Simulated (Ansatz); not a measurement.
Amorphous In15Ga9Sn9O54

A CHGNet melt-quench gave the starting glass, which DFT then relaxed. O atoms were pushed apart under 1.9 Å during the dynamics, to hinder bonds among them. The hot cell started wider than the set density and was brought back towards it in steps. It is the lowest in DFT energy of 4 quenches. It is a model cell: composition and starting density were chosen by hand, and all elements were melted together. No dispersion term was used.

Methods: PBE, scalar-relativistic without spin-orbit coupling (Ansatz, an electronic-structure program); r2SCAN, scalar-relativistic without spin-orbit coupling (Ansatz); HSE06, scalar-relativistic without spin-orbit coupling (Ansatz). Geometry, pressure, stress and energy are those of the PBE run. Its sampling: a 2×2×2 Γ-centred mesh; Fermi-Dirac width 0.02 eV; no spin polarisation. Other functionals are single points at the zone centre (r2SCAN at 500 eV; exact exchange cut at the cell's faces), free to take moments where seeds were set. At PBE the levels at the filled edge of the gap are localised (band-tail or defect states).

| Property | Value |
|---|---|
| Number of atoms in the cell | 87 |
| Density (volume relaxed, without dispersion) | 6.19 g/cm³ |
| Volume per atom | 89.1 bohr^3 |
| Pressure on a 2×2×2 Γ-centred mesh | 0.15 GPa |
| Largest force and stress component on that mesh (the relaxation ran on the zone centre alone) | 0.05 eV/Å and 2.2 GPa |
| Level gap on a 2×2×2 Γ-centred mesh (PBE) | 0.64 eV |
| Level gap at the zone centre (PBE) | 0.64 eV |
| Level gap at the zone centre (r2SCAN) | 1.11 eV |
| Level gap at the zone centre (HSE06) | 2.11 eV |

Bonds are counted up to In-In 3.12 Å, In-Ga 2.90 Å, In-Sn 3.09 Å, In-O 2.64 Å, Ga-Ga 2.68 Å, Ga-Sn 2.87 Å, Ga-O 2.34 Å, Sn-Sn 3.06 Å, Sn-O 2.58 Å, O-O 1.58 Å. Two cations that share two anions don't count as bonded, nor two that share one unless they lie closer than In-In 3.04 Å, In-Ga 2.82 Å, In-Sn 3.01 Å, Ga-Ga 2.61 Å, Ga-Sn 2.79 Å, Sn-Sn 2.97 Å.

The mean coordination of In by anions comes out as 5.67 (6 with 5, 8 with 6, 1 with 7). The mean coordination of Ga by anions comes out as 4.44 (5 with 4, 4 with 5). The mean coordination of Sn by anions is 5.78 (2 with 5, 7 with 6). The mean coordination of O is 3.28 (39 with 3, 15 with 4) and the mean In-O bond comes out as 2.218 Å (spread 0.111 Å, 85 counted). The mean Sn-O bond is 2.112 Å (spread 0.089 Å, 52 counted).

Its density started from a set value of 6.21 g/cm³. Cooling (nominally 88 K/ps over its main leg) ran many orders faster than in experiment, which tends to leave more defects and strain. A cell of this size samples the disorder only roughly. The volume was free in the relaxation, at fixed shape. Stress components on the final sampling reach 2.2 GPa.
